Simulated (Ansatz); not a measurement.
## Re: element substitutions

The reference is Re in the hcp (Mg type) structure (space group P6_3/mmc, No. 194).

```cif
data_Re2
_chemical_formula_sum 'Re2'
_space_group_name_H-M_alt 'P63/mmc'
_space_group_IT_number 194
_space_group_name_Hall '-P 6c 2c'
_cell_length_a 2.75787
_cell_length_b 2.75787
_cell_length_c 4.46284
_cell_angle_alpha 90.000
_cell_angle_beta 90.000
_cell_angle_gamma 120.000
loop_
_atom_site_label
_atom_site_type_symbol
_atom_site_symmetry_multiplicity
_atom_site_Wyckoff_symbol
_atom_site_fract_x
_atom_site_fract_y
_atom_site_fract_z
_atom_site_occupancy
Re1 Re 2 d 0.66667 0.33333 0.25000 1
```

Each row replaces one element on all its sites; cell and atoms are relaxed.

The values are results of Ansatz (an electronic-structure program) r2SCAN, spin-orbit coupling left out, not measurements.

```csv
change,volume per atom,c/a ratio
base,14.70 Å³,1.618
Re → Al,16.01 Å³,1.653
Re → Pb,31.00 Å³,1.651
Re → Cu,11.45 Å³,1.651
Re → Os,14.01 Å³,1.576
```

No phonon test of stability was made. For Al and Cu in this form, whether it has been made was not checked. All final runs are without spin polarisation. This is not the structure that Al has at room temperature and ambient pressure. This is not the structure that Pb has at room temperature and ambient pressure. This is not the structure that Cu has at room temperature and ambient pressure.
